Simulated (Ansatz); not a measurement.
# Hypothetical P4_2/mnm ZnS, pressure series

Base system: ZnS (space group P4_2/mnm, No. 136; a = 6.518 Å, c = 3.808 Å; a hypothetical phase, not in the database extracts checked).

Cell and atoms are relaxed at each pressure.

The values are results of DFT with PBEsol, PAW potentials and a 420 eV plane-wave cutoff in Ansatz (an electronic-structure program), no SOC, not measurements.

```
P (GPa)  V (Å³/atom)
-------  -----------
-2.01         20.838
-0.99         20.514
0.30          20.137
0.70          20.027
1.50          19.816
3.00          19.447
5.01          19.001
7.50          18.502
10.00         18.050
```

**Question.** Fit a third-order Birch–Murnaghan equation of state.

**Answer.** Least squares on P(V) = (3B₀/2)[(V₀/V)^(7/3) − (V₀/V)^(5/3)]·[1 + (3/4)(B₀′ − 4)((V₀/V)^(2/3) − 1)] gives V₀ = 20.22 Å³/atom, B₀ = 71 GPa and B₀′ = 3.7.

Between the base and pressure 7.5 GPa the gap moves from 2.24 eV to 2.57 eV, a mean slope of 44 meV/GPa.

Load acts through the strain it causes; cell and atoms are relaxed under it. No phonon test of stability was made. No other phases were tried under pressure.
